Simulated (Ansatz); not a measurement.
The parent structure is BN in the zinc blende structure (space group F-43m, No. 216; a = 3.606 Å).

The change: every N is replaced by P; the structure is relaxed again.

Levels (all Ansatz, a program for electronic structure, PAW): PBEsol (420 eV, without spin-orbit coupling); r2SCAN (500 eV, scalar-relativistic without spin-orbit coupling); HSE06 (420 eV, spin-orbit coupling left out).

One geometry, relaxed with PBEsol, under each level:

Notes on the quantities. hole mass: degenerate bands, along [100].

| level | band gap | lowest conduction level above the VBM at special points | electron mass | hole mass | pressure |
|---|---|---|---|---|---|
| PBEsol | 1.11 eV | X 1.21 eV; K 2.02 eV; U 2.02 eV; Γ 3.38 eV | 1.3 mₑ along k, 0.22 mₑ across (off the special points) | 0.25, 0.25, 0.34 mₑ (at Γ) | -0.01 GPa |
| r2SCAN | 1.40 eV | X 1.48 eV; K 2.36 eV; U 2.36 eV; Γ 3.62 eV | 1.3 mₑ along k, 0.22 mₑ across (off the special points) | 0.24, 0.24, 0.32 mₑ (at Γ) | 1.87 GPa |
| HSE06 | 1.94 eV | X 2.04 eV; K 2.92 eV; U 2.92 eV; Γ 4.36 eV | – | – | – |

Single points use the geometry relaxed with PBEsol. Their cutoffs differ, which shifts pressures a little. The hybrid gap comes from the SCF mesh plus the semilocal run's edge points and a few special points and is an upper bound. Masses are band curvatures over ±0.01 Å⁻¹ around the edge. Along k means along the line from Γ to the band edge. Whether these cells are dynamically stable was not tested.
